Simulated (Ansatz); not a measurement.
**Effect of isotropic strain −1.00 % on Rh**

The parent structure is Rh in the fcc (Cu type) structure (space group Fm-3m, No. 225; a = 3.832 Å; relaxed with 0.1 eV smearing).

Now apply this change: an isotropic linear strain of −1.00 %; the atoms relax in the strained cell.

Level of theory: PBE/PAW in Ansatz (a program for electronic structure), spin-orbit coupling left out. k-mesh 29×29×29 (Γ-centred); smearing 0.1 eV (Fermi–Dirac).

```tsv
quantity	base	changed	shift
volume per atom	14.07 Å³	13.65 Å³	-0.42 Å³
space group	Fm-3m (No. 225)	Fm-3m (No. 225)	–
shortest interatomic distance	2.710 Å	2.683 Å	-0.027 Å
energy relative to the base (free energy F)	0 meV/atom	+10 meV/atom	+10 meV/atom
pressure	0.0 GPa	8.3 GPa	+8.3 GPa
band gap	zero	zero	–
```

Final structure:

```
CELL_PARAMETERS angstrom
      0.00000     1.89684     1.89684
      1.89684     0.00000     1.89684
      1.89684     1.89684     0.00000
ATOMIC_POSITIONS crystal
  Rh 0.00000 0.00000 0.00000
```

Cost of the whole job for the changed cell (relaxation, final SCF and bands): very roughly 14 core-seconds.

Stability against distortions was not tested. All final runs are without spin polarisation.
